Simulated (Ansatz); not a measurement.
## MgO: strain along the normal

MgO (rock salt, Fm-3m, 8.993 Å³/atom at rest) under an equal strain ε in the (001) plane with the normal axis free, as in a coherent film. LDA in Ansatz, a plane-wave DFT program (PAW, default set), 420 eV, 14×14×14 Γ-centred mesh, Fermi-Dirac smearing 0.05 eV; ions are relaxed within the symmetry of each cell.

Here s stands for strain and y for normal strain.

```csv
strain (%),normal strain (%)
-1.50,0.91
-1.00,0.60
-0.50,0.29
0.00,0.00
0.50,-0.29
1.00,-0.58
1.50,-0.85
3.00,?
```

Q: Fit y against s with a straight line, and predict the withheld value at s = 3.00.

A: Means: s 0, y 0.011. About the means, the sum of products is -4.1100 and the sum of squares of s is 7.0000; the slope is their ratio. Least squares gives y = 0.011 - 0.5871·s. Residuals (row less fit): 0.018, 0.002, -0.015, -0.011, -0.007, -0.004, 0.020; standard error 0.015 (degrees of freedom: 5). The slope, -0.59 ± 0.01, is the elastic response of the normal axis, −2C12/C11 for this plane. At the withheld row, y = 0.011 - 0.5871 × 3.0 = -1.750%. The calculation gives -1.64%, 0.110% above the prediction (4.3 % of the range of y in the table). The row lies outside the fitted rows, so this is an extrapolation. From the scatter of the fitted rows alone, a prediction at this place has a standard error of 0.023%, so the miss is 4.8 times that.

One order more, fitted to all 13 runs of the series, follows each within 0.01, so the miss is the next term of a smooth law. Rows are the converged runs of the series near zero and its far end; series whose fitted rows scatter by over a few per cent of the range, as at a crossing or softening among them, aren't shown in this form. Most that stay on the fit to the last digits aren't either.
